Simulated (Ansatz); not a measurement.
The starting structures come from a database of crystals and need not be the phases stable at ambient conditions.

 Where the default PAW files enter, the runs use the earlier of Ansatz's two default sets.

Crystal: Ba$_{2}$ZnWO$_{6}$ (Fm-3m, not sure to be the ambient phase, 10 atoms a cell, 14.1 Å³ an atom, -8 GPa at this level); planes in its conventional cell.

Computed with r2SCAN (plane waves, PAW; Ansatz, a first-principles code).

The gap is the functional's own. No spin-orbit coupling. Mid-gap values are interpolated on the energy grid.

| plane | area of the cell (Å²) | mid-gap κ (1/Å) | largest κ in the gap (1/Å) |
|---|---|---|---|
| (111) | 29.5 | 0.37 | 0.38 |
| (001) | 34.1 | 0.37 | ___ |
| (110) | 48.3 | ___ | ___ |

Question: The slowest decay depends on the direction. Supply the withheld values.

Answer: 
- (001), largest κ in the gap (1/Å): 0.42
- (110), mid-gap κ (1/Å): 0.34
- (110), largest κ in the gap (1/Å): 0.34
